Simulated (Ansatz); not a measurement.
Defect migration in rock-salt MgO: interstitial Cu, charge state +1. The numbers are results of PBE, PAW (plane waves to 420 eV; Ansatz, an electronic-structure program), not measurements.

Settings: 64 host sites, the relaxed PBE lattice, a 2×2×2 k-point mesh shifted by half a step, smearing 0.01 eV, spin-restricted, no image-charge correction. Static, classical nuclei. The charge state is imposed; whether it is stable for some Fermi level was not computed. Sites that were not tried may lie lower.

Barriers: single points on a 3×3×3 k-point mesh shifted by half a step at the bands' geometries.

Relaxed starting cell (atoms counted from 1):

```
CELL_PARAMETERS angstrom
      8.50724     0.00000     0.00000
      0.00000     8.50724     0.00000
      0.00000     0.00000     8.50724
ATOMIC_POSITIONS crystal
  Mg 0.99865 0.99994 0.00086
  Mg 0.99452 0.99574 0.50175
  Mg 0.99438 0.50076 0.99655
  Mg 0.99753 0.50139 0.50263
  Mg 0.49932 0.99535 0.99635
  Mg 0.50004 0.99892 0.50255
  Mg 0.50017 0.50160 0.99999
  Mg 0.52439 0.52610 0.52736
  O  0.24912 0.99954 0.00058
  O  0.24706 0.99596 0.50294
  O  0.24699 0.50201 0.99687
  O  0.24027 0.50822 0.50943
  O  0.74901 0.00016 0.00117
  O  0.74977 0.99942 0.50099
  O  0.74977 0.49998 0.00036
  O  0.75342 0.50217 0.50326
  Mg 0.99762 0.24893 0.24998
  Mg 0.99444 0.24964 0.75572
  Mg 0.99435 0.75484 0.25068
  Mg 0.99867 0.75064 0.75153
  Mg 0.52463 0.22400 0.22514
  Mg 0.50017 0.24887 0.75249
  Mg 0.50022 0.75140 0.24999
  Mg 0.49930 0.75506 0.75611
  O  0.24000 0.24207 0.24298
  O  0.24705 0.24843 0.75563
  O  0.24696 0.75451 0.24946
  O  0.24916 0.75088 0.75185
  O  0.75352 0.24827 0.24938
  O  0.74975 0.25039 0.75197
  O  0.74975 0.75102 0.25142
  O  0.74899 0.75029 0.75127
  Mg 0.24758 0.99903 0.24991
  Mg 0.24839 0.99570 0.75563
  Mg 0.22336 0.52468 0.22668
  Mg 0.24753 0.50144 0.75240
  Mg 0.75383 0.99538 0.25076
  Mg 0.74927 0.99988 0.75151
  Mg 0.75021 0.50149 0.24990
  Mg 0.75375 0.50073 0.75600
  O  0.99830 0.99949 0.25136
  O  0.99888 0.00008 0.75128
  O  0.99398 0.50205 0.24939
  O  0.99835 0.50005 0.75190
  O  0.50068 0.99537 0.24932
  O  0.49871 0.99938 0.75195
  O  0.50824 0.50956 0.24177
  O  0.50070 0.50212 0.75611
  Mg 0.24765 0.24903 0.99991
  Mg 0.22406 0.22602 0.52560
  Mg 0.24838 0.75465 0.99678
  Mg 0.24758 0.75132 0.50227
  Mg 0.75382 0.24976 0.99636
  Mg 0.75001 0.24888 0.50251
  Mg 0.74928 0.75055 0.00092
  Mg 0.75378 0.75504 0.50170
  O  0.99825 0.25037 0.00046
  O  0.99427 0.24846 0.50307
  O  0.99888 0.75032 0.00109
  O  0.99834 0.75090 0.50103
  O  0.50071 0.24817 0.99642
  O  0.50781 0.24105 0.51052
  O  0.49874 0.75101 0.00043
  O  0.50065 0.75496 0.50302
  Cu 0.37681 0.37548 0.37550
```
Cell charge +1.

End state 1 differs by these moves (Å; atoms that move under 0.08 Å are left out):

| atom | element | Δx | Δy | Δz |
|---|---|---|---|---|
| 8 | Mg | -0.44 | 0.00 | 0.00 |
| 12 | O | 0.03 | -0.05 | -0.05 |
| 16 | O | 0.03 | 0.05 | 0.05 |
| 21 | Mg | -0.44 | 0.00 | 0.00 |
| 25 | O | 0.03 | 0.05 | 0.05 |
| 29 | O | 0.03 | -0.05 | -0.05 |
| 35 | Mg | 0.20 | -0.20 | 0.20 |
| 39 | Mg | 0.20 | 0.20 | -0.19 |
| 47 | O | -0.16 | 0.00 | 0.00 |
| 50 | Mg | 0.20 | 0.19 | -0.20 |
| 54 | Mg | 0.20 | -0.20 | 0.20 |
| 62 | O | -0.16 | 0.00 | 0.00 |
| 65 | Cu | 2.07 | -0.01 | 0.01 |

What forward and backward barriers to end state 1 does PBE, PAW give?

forward 0.32 eV, backward 0.32 eV; at the saddle point atom 65 has neighbours 2 Mg at 2.10; 2 O at 1.77 Å. The program found a first-order saddle point.
